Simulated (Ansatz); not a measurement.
# ZnS (F-43m): band-edge transport data

```yaml
crystal:
  lattice:
    - [0.00000, 2.69516, 2.69516]
    - [2.69516, 0.00000, 2.69516]
    - [2.69516, 2.69516, 0.00000]
  atoms:
    - { symbol: Zn, position: [0.00000, 0.00000, 0.00000] }
    - { symbol: S, position: [0.25000, 0.25000, 0.25000] }
```

Method: r2SCAN with spin-orbit coupling, rigid bands (plane waves, PAW; Ansatz, a quantum-chemistry and plane-wave program). Cell: cell and atoms relaxed with r2SCAN.

```yaml
band_gap: 2.68 eV
electron conductivity mass (300 K, dilute): 0.20 mₑ
hole conductivity mass (300 K, dilute): 0.87 mₑ
effective density of states N_c (300 K): 2.3e18 cm⁻³
effective density of states N_v (300 K): 5.1e19 cm⁻³
density_of_states_mass_electrons: 0.20 mₑ
density_of_states_mass_holes: 1.61 mₑ
Seebeck coefficient, n-type 1e19 cm⁻³, 300 K: -116 μV/K
Seebeck coefficient, p-type 1e19 cm⁻³, 300 K: 387 μV/K
best p-type power factor at 300 K for τ = 10 fs (best axis; densities from 1e16 to 1e21 cm⁻³ tried, whether or not they can be reached): 17.0 μW/(cm·K²) at 3e20 cm⁻³
```

Rigid bands; masses and Seebeck coefficients take one relaxation time τ for all states and one kind of carrier; polarons and phonon drag are left out.
